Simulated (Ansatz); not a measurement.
**HgTe: energy against strain**

HgTe (zinc blende, F-43m, 33.308 Å³/atom at rest) under an equal strain ε in the (001) plane with the normal axis free, as in a coherent film. LDA in Ansatz, a plane-wave DFT program (PAW, default set), 420 eV, 9×9×9 Γ-centred mesh, Fermi-Dirac smearing 0.05 eV; ions are relaxed within the symmetry of each cell.

Here s stands for strain and y for E less E0.

```csv
strain (%),E less E0 (meV/atom)
-3.00,?
-1.50,1.95
-1.00,0.85
-0.50,0.21
0.00,0.00
0.50,0.21
1.00,0.82
1.50,1.83
```

Fit y of the 7 rows that show it with a parabola. Least squares gives y = -0.001 - 0.0300·s + 0.8400·s². Residuals (row less fit): 0.016, -0.019, -0.014, 0.001, 0.016, 0.011, -0.014; standard error 0.019 (degrees of freedom: 4). Twice the quadratic coefficient over the volume, 2 × 0.8400 meV × 10⁴ × 0.1602 / 33.308 Å³, is twice the biaxial elastic modulus of this plane = 81 ± 0.8 GPa.

Q: What does the fit predict for y at s = -3.00, and how far is the calculated value from it?

A: y = -0.001 - 0.0300 × (-3.0) + 0.8400 × (-3.0)² = 7.649 meV/atom. The calculation gives 8.13 meV/atom, 0.481 meV/atom above the prediction (5.9 % of the range of y in the table). The row lies outside the fitted rows, so this is an extrapolation. From the scatter of the fitted rows alone, a prediction at this place has a standard error of 0.071 meV/atom, so the miss is 6.8 times that.

One order more, fitted to all 13 runs of the series, follows each within 0.01, so the miss is the next term of a smooth law. This level leaves no gap over 0.05 eV at strain -3.00, -1.50, -1.00, -0.50, 0.00, 0.50, where the mesh may be coarse. Rows are the converged runs of the series near zero and its far end; series whose fitted rows scatter by over a few per cent of the range, as at a crossing or softening among them, aren't shown in this form. Most that stay on the fit to the last digits aren't either.
